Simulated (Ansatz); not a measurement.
We consider Pt₃InC (model structure, started from the Ni3MgC type, Pm-3m, No. 221, 5 atoms in the cell), described by LDA in Ansatz (PAW).

Run with plane-wave cutoff 520 eV, 14×14×14 k mesh, Fermi–Dirac smearing 0.05 eV, scalar-relativistic PAW data made under PBE.

Cell (relaxed at this level):

```xyz
5
Lattice="4.1694 0.0000 0.0000 0.0000 4.1694 0.0000 0.0000 0.0000 4.1694" Properties=species:S:1:pos:R:3 pbc="T T T"
In     0.0000     0.0000     0.0000
Pt     0.0000     2.0847     2.0847
Pt     2.0847     0.0000     2.0847
Pt     2.0847     2.0847     0.0000
C      2.0847     2.0847     2.0847
```

Estimate the bulk modulus that the calculation returns.


bulk modulus: 235 GPa

The run finds no gap.

Note: the bulk modulus is −V dP/dV from two relaxed cells at ±2 % in volume; the relaxation could raise the start's symmetry but not lower it, so the cell can be a saddle point.

Spin–orbit coupling is not included; it can open a gap where bands touch, and shift volumes and moduli.

The computed numbers hold no vibrational or temperature effects.

A model structure was made by putting elements into a prototype or built by hand; it is no filed structure, need not be a known phase, and can be a saddle point held by its symmetry.

Ansatz is a program for electronic structure.
